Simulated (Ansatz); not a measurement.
Base system: ZrB₂ (space group P6/mmm, No. 191; a = 3.171 Å, c = 3.541 Å).

Computed with PBE, PAW, 420 eV (Ansatz, a quantum-chemistry and plane-wave program; no SOC).

One change was made to it. Results:

```json
[
 {"quantity": "density", "base": "6.07 g/cm³", "after": "7.49 g/cm³"},
 {"quantity": "band gap", "base": "zero", "after": "zero"},
 {"quantity": "c/a ratio", "base": "1.117", "after": "1.108"}
]
```

**Question.** What was done to the base?
A. pressure 30 GPa
B. pressure −1 GPa
C. pressure 7 GPa
D. pressure 75 GPa

**Answer.** D, pressure 75 GPa. For comparison, the density in the other runs: pressure −1 GPa gives 6.05 g/cm³; pressure 30 GPa gives 6.73 g/cm³; pressure 7 GPa gives 6.25 g/cm³.

Load acts through the strain it causes; cell and atoms are relaxed under it. Stability against distortions was not tested. No other phases were tried under pressure. All final runs are without spin polarisation.
